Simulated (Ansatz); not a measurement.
Ansatz (an electronic-structure program) run on CoAl (P4mm, 2 atoms in the cell): self-consistent single point.

Computed with PBEsol, default PAW files made with PBE (plane waves; Ansatz).

```
CELL_PARAMETERS angstrom
      2.85142     0.00000     0.00000
      0.00000     2.85142     0.00000
      0.00000     0.00000     2.85142
ATOMIC_POSITIONS crystal
  Al 0.50000 0.50000 0.51753
  Co 0.00000 0.00000 0.00000
```

Reference input (self-consistent single point, DFT, PBEsol, plane waves, default PAW files made with PBE): basis.ecutwfc = 30.9 Ry; kpoints.mp_grid.grid = 12 12 12; hamiltonian.xc = pbesol; hamiltonian.pseudopotentials = {kind: paw} (the program's default PAW files); scf.occupations.method = gaussian; scf.occupations.width = 0.0073 Ry. This run's input differs from it in these lines:

Ansatz 0.2 input:
```diff
@@ -13,3 +13,3 @@
   mp_grid:
-    grid: [12, 12, 12]
+    grid: [10, 10, 10]
 hamiltonian:
@@ -21,3 +21,3 @@
     method: gaussian
-    width: 0.0073 Ry
+    width: 0.022 Ry
 output:
```

Log, with long lists cut:

```
SCF iter   1: F=—  HF=-5618.783472 eV  |F-HF|=—  |Δ(HF+E_count)|=         —  Δρ=2.58e-2  dr2=9.47e-2  ethr=1.77e-3  ⟨swp⟩=4.1  Hψ=8027  notcnv=0
all-band conjugate gradients solve this SCF's bands
preconditioner: auto → none
SCF iter   2: F=—  HF=-5618.774674 eV  |F-HF|=—  |Δ(HF+E_count)|=   8.80e-3  Δρ=1.12e-2  dr2=2.04e-2  ethr=4.74e-4  ⟨swp⟩=1.0  Hψ=2772  notcnv=0
SCF iter   3: F=—  HF=-5618.772526 eV  |F-HF|=—  |Δ(HF+E_count)|=   2.15e-3  Δρ=1.48e-3  dr2=3.66e-4  ethr=1.02e-4  ⟨swp⟩=1.1  Hψ=1773  notcnv=0
SCF iter   4: F=—  HF=-5618.772511 eV  |F-HF|=—  |Δ(HF+E_count)|=   1.50e-5  Δρ=2.49e-4  dr2=4.46e-6  ethr=1.83e-6  ⟨swp⟩=2.1  Hψ=2056  notcnv=0
SCF iter   5: F=—  HF=-5618.772490 eV  |F-HF|=—  |Δ(HF+E_count)|=   2.11e-5  Δρ=2.51e-5  dr2=7.49e-8  ethr=2.23e-8  ⟨swp⟩=2.4  Hψ=2518  notcnv=0
SCF iter   6: F=-5618.772490 eV  HF=-5618.772490 eV  |F-HF|=6.16e-9  |Δ(HF+E_count)|=   8.10e-9  Δρ=7.50e-6  dr2=7.14e-9  ethr=3.74e-10  ⟨swp⟩=2.5  Hψ=6365  notcnv=0
SCF 1 converged in 6 iterations: F = -5618.772490 eV  dr2 = 7.14e-9
Free energy (F): -5618.772490 eV
Internal energy: -5618.733843 eV  (E = F + TS)
E sigma→0 (E₀):  -5618.753166 eV
Entropy (-TS):   -0.038647 eV (-19.323 meV/atom)
Fermi energy:    14.252643 eV
--- Forces (eV/Å), atoms counted from 1 ---
  atom   1  Al     0.00000000     0.00000000    -0.35234136
  atom   2  Co    -0.00000000     0.00000000     0.35233770
--- Stress (GPa, compression-positive) ---
       -5.080274       0.000000       0.000000
        0.000000      -5.080274       0.000000
        0.000000       0.000000      -5.213326
  P = ⅓ Tr σ = -5.1246 GPa (-51.246 kbar)
  The stress holds the Pulay correction. Without it, at fixed plane waves, as pw.x and ABINIT print it: P = -5.2404 GPa
```

The run converged in 6 iterations. Against the reference run the free energy drops by 9.2 meV/atom, the pressure goes from -5.32 to -5.12 GPa and the largest force stays at 0.352 eV/Å.

The starting cell has typed, rounded lattice constants, without a prior relaxation at this level. Its lattice was rescaled by up to half a per cent. One atom was moved a little off its site on purpose. Spin polarisation is off. With a pressure of about -5 GPa the cell is away from its equilibrium volume at this level. Ansatz's pressure includes its estimate of the finite-basis (Pulay) stress.
